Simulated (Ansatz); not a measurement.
# Evanescent states of BaTiO$_{3}$ (P4mm, 5 atoms a cell, 13.1 Å³ an atom, -2 GPa at this level) along the normal of (110)

All values below come from r2SCAN (plane waves, PAW; Ansatz, a first-principles code).

The gap is the functional's own. No spin-orbit coupling. Mid-gap values are those at the computed energy nearest the middle.

Energies count from the valence-band top; κ is the least over a 8×6 mesh across the current.

```json
[
 {"E (eV)": "0.06", "κ (1/Å)": "0.114", "where": "off Γ"},
 {"E (eV)": "0.18", "κ (1/Å)": "0.193", "where": "off Γ"},
 {"E (eV)": "0.30", "κ (1/Å)": "0.234", "where": "Γ"},
 {"E (eV)": "0.42", "κ (1/Å)": "0.243", "where": "Γ"},
 {"E (eV)": "0.54", "κ (1/Å)": "?", "where": "Γ"},
 {"E (eV)": "0.66", "κ (1/Å)": "?", "where": "Γ"},
 {"E (eV)": "0.78", "κ (1/Å)": "?", "where": "Γ"},
 {"E (eV)": "0.90", "κ (1/Å)": "?", "where": "Γ"},
 {"E (eV)": "1.02", "κ (1/Å)": "?", "where": "Γ"},
 {"E (eV)": "1.14", "κ (1/Å)": "?", "where": "Γ"},
 {"E (eV)": "1.26", "κ (1/Å)": "?", "where": "Γ"},
 {"E (eV)": "1.38", "κ (1/Å)": "?", "where": "Γ"},
 {"E (eV)": "1.50", "κ (1/Å)": "?", "where": "Γ"},
 {"E (eV)": "1.62", "κ (1/Å)": "?", "where": "Γ"},
 {"E (eV)": "1.74", "κ (1/Å)": "0.202", "where": "Γ"},
 {"E (eV)": "1.86", "κ (1/Å)": "0.180", "where": "Γ"},
 {"E (eV)": "1.98", "κ (1/Å)": "0.149", "where": "Γ"},
 {"E (eV)": "2.10", "κ (1/Å)": "0.102", "where": "Γ"}
]
```

Question: Complete the blanks.

Answer: 
- 0.54, κ (1/Å): 0.250
- 0.66, κ (1/Å): 0.254
- 0.78, κ (1/Å): 0.257
- 0.90, κ (1/Å): 0.258
- 1.02, κ (1/Å): 0.257
- 1.14, κ (1/Å): 0.254
- 1.26, κ (1/Å): 0.249
- 1.38, κ (1/Å): 0.242
- 1.50, κ (1/Å): 0.232
- 1.62, κ (1/Å): 0.219
